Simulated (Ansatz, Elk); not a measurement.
An Elk input for a self-consistent single point of Nb (Im-3m, 1 atom in the cell) (DFT, PBE, spin-orbit coupling in second variation, all-electron FP-LAPW, Elk's shipped species files, APW+lo basis with extra local orbitals):

```
tasks
  0

xctype
  20

spinorb
  .true.

rgkmax
  8.0

gmaxvr
  16.0

nxlo
  2

lorbcnd
  .true.

rmtscf
  0.97

lmaxi
  3

nempty
  10

stype
  0

swidth
  0.00183747

maxscl
  100

avec
   -3.0878030390    3.0878030390    3.0878030390
    3.0878030390   -3.0878030390    3.0878030390
    3.0878030390    3.0878030390   -3.0878030390

atoms
  1
  'Nb.in'
  1
  0.0000000000  0.0000000000  0.0000000000    0.0 0.0 0.0

ngridk
  11 11 11
```

### Question
Translate this input to Ansatz (a first-principles code).

### Answer
One input that does it (others would too):

Ansatz 0.2 input:
```yaml
crystal:
  lattice:
    - [-1.63399500, 1.63399500, 1.63399500]
    - [1.63399500, -1.63399500, 1.63399500]
    - [1.63399500, 1.63399500, -1.63399500]
  atoms:
    - { symbol: Nb, position: [0.00000000, 0.00000000, 0.00000000] }
kpoints:
  mp_grid: { grid: [11, 11, 11] }
hamiltonian:
  xc: pbe
  pseudopotentials: { kind: paw }
magnetization:
  noncollinear: true
  spin_orbit: true
scf:
  occupations: { method: gaussian, width: 0.0037 Ry }
output:
  forces: true
  eigenvalues: true
  stress: true
```

Basis, cutoffs, solver keys and any potentials are the target program's own. This input uses DFT, PBE with spin-orbit coupling, plane waves, default PAW files. The width in Ry is rounded to four decimals. Both were run: size of the net moment 0.00 μB/atom in Elk and 0.00 in Ansatz.

On Ansatz: the starting cell has typed, rounded lattice constants, without a prior relaxation at this level. Its lattice was rescaled by a random factor within 2.5 % of one. With a pressure of about 8 GPa the cell is away from its equilibrium volume at this level.

On Elk: the starting cell has typed, rounded lattice constants, without a prior relaxation at this level. Its lattice was rescaled by a random factor within 2.5 % of one. Values depend on the basis (sphere radii, cutoffs, local orbitals), which need not be converged.
